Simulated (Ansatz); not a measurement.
The starting structures come from a database of crystals and need not be the phases stable at ambient conditions.

 Where the default PAW files enter, the runs use the earlier of Ansatz's two default sets.

## Evanescent states of SrHI (P4/nmm, not sure to be the ambient phase, 6 atoms a cell, 25.2 Å³ an atom) along the normal of (001)

All values below come from r2SCAN (plane waves, PAW; Ansatz, a program for electronic structure).

No gap correction and no spin-orbit coupling; mid-gap values are interpolated between computed energies.

Energies count from the valence-band top; κ is the least over a 8×8 mesh across the current.

```json
[
 {"E (eV)": "0.09", "κ (1/Å)": "0.085", "where": "Γ"},
 {"E (eV)": "0.27", "κ (1/Å)": "0.143", "where": "Γ"},
 {"E (eV)": "0.45", "κ (1/Å)": "0.182", "where": "Γ"},
 {"E (eV)": "0.63", "κ (1/Å)": "0.210", "where": "Γ"},
 {"E (eV)": "0.81", "κ (1/Å)": "0.234", "where": "Γ"},
 {"E (eV)": "0.99", "κ (1/Å)": "0.253", "where": "Γ"},
 {"E (eV)": "1.17", "κ (1/Å)": "0.269", "where": "Γ"},
 {"E (eV)": "1.35", "κ (1/Å)": "0.283", "where": "Γ"},
 {"E (eV)": "1.53", "κ (1/Å)": "0.295", "where": "Γ"},
 {"E (eV)": "1.71", "κ (1/Å)": "0.305", "where": "Γ"},
 {"E (eV)": "1.89", "κ (1/Å)": "0.313", "where": "Γ"},
 {"E (eV)": "2.07", "κ (1/Å)": "0.319", "where": "Γ"},
 {"E (eV)": "2.25", "κ (1/Å)": "0.312", "where": "off Γ"},
 {"E (eV)": "2.43", "κ (1/Å)": "0.295", "where": "off Γ"},
 {"E (eV)": "2.61", "κ (1/Å)": "0.275", "where": "off Γ"},
 {"E (eV)": "2.79", "κ (1/Å)": "0.253", "where": "off Γ"},
 {"E (eV)": "2.97", "κ (1/Å)": "0.228", "where": "off Γ"},
 {"E (eV)": "3.15", "κ (1/Å)": "0.198", "where": "off Γ"},
 {"E (eV)": "3.33", "κ (1/Å)": "0.162", "where": "off Γ"},
 {"E (eV)": "3.51", "κ (1/Å)": "0.111", "where": "off Γ"}
]
```

Problem. How thick must the barrier be to attenuate the transmission by 10^4 when the electrodes' Fermi level lies at 0.99 eV, and what attenuation does that film give at 1.17 eV?

Solution. d = 4 ln 10 / (2 × 0.253) = 18.2 Å. At 1.17 eV it gives 4 × 0.269/0.253 = 4.3 decades.
